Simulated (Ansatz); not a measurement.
## Cu3N: response to strain

Consider Cu3N (space group Pm-3m, No. 221).

```
CELL_PARAMETERS angstrom
      3.72085     0.00000     0.00000
      0.00000     3.72085     0.00000
      0.00000     0.00000     3.72085
ATOMIC_POSITIONS crystal
  Cu 0.50000 0.00000 0.00000
  Cu 0.00000 0.50000 0.00000
  Cu 0.00000 0.00000 0.50000
  N  0.00000 0.00000 0.00000
```

Cartesian axes are those of the cell as printed.

Strains are applied to the cell and any free atomic positions relax; under biaxial strain the out-of-plane vector relaxes too.

Calculations: LDA (Ansatz, a quantum-chemistry and plane-wave program), spin-orbit coupling left out.

Notes on the quantities. pressure: mean of the normal stresses, compression positive; energy relative to the base: free energy F.

```csv
case,pressure,energy relative to the base,shortest interatomic distance
base,0.0 GPa,0 meV/atom,1.860 Å
"biaxial strain +0.50 %, plane normal [111], relaxed out of plane",-0.3 GPa,+0.2 meV/atom,1.862 Å
"biaxial strain +1.00 %, plane normal [111], relaxed out of plane",-0.7 GPa,…,1.863 Å
"biaxial strain +1.50 %, plane normal [111], relaxed out of plane",-1.0 GPa,+1.8 meV/atom,1.865 Å
"biaxial strain +2.00 %, plane normal [111], relaxed out of plane",…,+3.1 meV/atom,1.867 Å
"biaxial strain +2.50 %, plane normal [111], relaxed out of plane",…,…,1.869 Å
```

Problem. Complete the table.

Solution. 
- biaxial strain +1.00 %, plane normal [111], relaxed out of plane, energy relative to the base: +0.8 meV/atom
- biaxial strain +2.00 %, plane normal [111], relaxed out of plane, pressure: -1.3 GPa
- biaxial strain +2.50 %, plane normal [111], relaxed out of plane, pressure: -1.6 GPa
- biaxial strain +2.50 %, plane normal [111], relaxed out of plane, energy relative to the base: +4.8 meV/atom

No phonon test of stability was made. The final runs are not spin-polarised.
